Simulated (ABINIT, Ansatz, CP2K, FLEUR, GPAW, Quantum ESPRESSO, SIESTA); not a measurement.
**One structure in several programs: CdSe (P6_3mc, 4 atoms in the cell)**

Self-consistent single point.

```xyz
4
Lattice="4.3283 0.0000 0.0000 -2.1641 3.7484 0.0000 0.0000 0.0000 7.0608" Properties=species:S:1:pos:R:3 pbc="T T T"
Cd     2.1641     1.2495     3.5300
Cd     0.0000     2.4989     7.0604
Se     2.1641     1.2495     6.1846
Se     0.0000     2.4989     2.6542
```

Shared settings, as Ansatz (a program for electronic structure) writes them: kpoints.mp_grid.grid = 5 5 3; scf.occupations.method = fermi_dirac; scf.occupations.width = 0.0007 Ry. Potentials and cutoffs stand in the table.

```tsv
code	model	pressure (GPa)	largest force (eV/Å)	gap on the mesh (eV)	cutoff
GPAW	LDA (Perdew-Wang 92), GPAW PAW datasets LDA (gpaw-data 1.0.1)	-2.93	0.006	0.340	600 eV
ABINIT	LDA (PW92), PAW (JTH v2.0 LDA PAW)	-2.76	0.006	0.334	40 Ry
Quantum ESPRESSO	LDA (PZ), GBRV 1.5 ultrasoft (LDA) pseudopotentials	-2.73	0.006	0.315	40 Ry
Ansatz	LDA (PW92), default PAW files made with PBE	-2.78	0.006	0.345	default
CP2K	LDA (Pade form), GPW, DZVP-MOLOPT-SR-GTH basis, GTH-PADE potentials (GTH_POTENTIALS)	-1.94	0.012	0.340	grid 500 Ry
FLEUR	LDA (Perdew-Zunger), all-electron FLAPW (FLEUR), scalar-relativistic valence	–	0.006	0.356	Kmax 4.3 1/bohr
SIESTA	LDA PW92, numerical atomic orbitals DZP, PseudoDojo LDA standard norm-conserving potentials (rewritten from UPF to PSML)	-4.05	0.015	0.576	grid 300 Ry
```

A dash marks a value that a program does not give, or that is left out as unsure.

Gaps are read on the mesh.

The spread over the programs that give each value: pressure within 2.11 GPa; largest force within 0.009 eV/Å; gap on the mesh within 0.261 eV.

CP2K and SIESTA use small atom-centred bases, whose incompleteness enters pressures, forces and empty levels differently from a plane-wave cutoff. FLEUR treats all electrons, but the usual bases taken here (sphere radii, linearisation, local orbitals, empty states) were not tested for convergence, so the values are no reference for the others. Ansatz's pressure is given at a fixed set of plane waves, as the other plane-wave codes print theirs. The same LDA comes in different parametrisations, which differ slightly. In the pressure, SIESTA (by 1.29) lies more than 1 GPa from the median of the plane-wave programs. In the gap, SIESTA (by 0.239) lies more than 0.12 eV from the median of the plane-wave programs.

The starting cell comes from a database of computed structures (which also holds hypothetical and non-ambient phases and stackings), without a prior relaxation at this level. Its lattice was rescaled by a random factor within 2.5 % of one.

Keys are those of Ansatz 0.2.
